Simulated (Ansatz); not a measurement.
```
CELL_PARAMETERS angstrom
      4.10637     0.00000     0.00000
     -2.05319     3.55622     0.00000
      0.00000     0.00000     6.68178
ATOMIC_POSITIONS crystal
  Cd 0.33333 0.66667 0.99924
  Cd 0.66667 0.33333 0.49924
  S  0.33333 0.66667 0.37576
  S  0.66667 0.33333 0.87576
```

Method: r2SCAN with spin-orbit coupling, rigid bands (plane waves, PAW; Ansatz, a program for electronic structure). Condition of this run: hydrostatic pressure of 0.8 GPa (compression positive) (the target of the relaxation). How the cell was made: cell and atoms relaxed with PBEsol, then loaded as said.

Problem. What conductivity effective mass do dilute electrons have at 300 K?

Solution. 0.179 (x), 0.179 (y), 0.165 (z) mₑ.

Problem. Predict the hole conductivity mass (n e² τ/σ) at 300 K, by direction if it differs.

Solution. 1.13 (x), 1.13 (y), 1.49 (z) mₑ.

Problem. And the band gap?

Solution. 1.72 eV at this level; semilocal functionals usually fall short of the measured gap.

Rigid bands, one relaxation time for all states, no polarons. Geometry: cell and atoms relaxed with PBEsol.
